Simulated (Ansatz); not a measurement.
## ZnCu: biaxial strain +0.83 %, plane normal [111], relaxed out of plane

The parent structure is ZnCu in the CsCl type structure (space group Pm-3m, No. 221; a = 2.908 Å; relaxed with 0.1 eV smearing). Axes: x, y, z lie along the cube axes.

Modification: biaxial strain +0.83 %, plane normal [111], relaxed out of plane (Cartesian); in-plane vectors clamped, the third vector and the atoms free.

The values are results of PBEsol (Ansatz, a quantum-chemistry and plane-wave program, PAW, without spin-orbit coupling), not measurements. k-mesh 20×20×20 (Γ-centred); smearing 0.1 eV (Fermi–Dirac).

- Volume per atom: 12.46 Å³ (base 12.30 Å³)
- Space group: R-3m (No. 166) (base Pm-3m (No. 221))
- Shortest interatomic distance: 2.509 Å (base 2.519 Å)
- Energy relative to the base (free energy F): +1.6 meV/atom
- Pressure (mean of the normal stresses, compression positive): -1.6 GPa (base 0.0 GPa)
- Band gap: zero (base zero)
- Out-of-plane strain: -0.40 %
- Ratio −ε⊥/ε∥: 0.48
- Mean in-plane stress (compression positive): -2.4 GPa

Whether these cells are dynamically stable was not tested. All final runs are without spin polarisation.
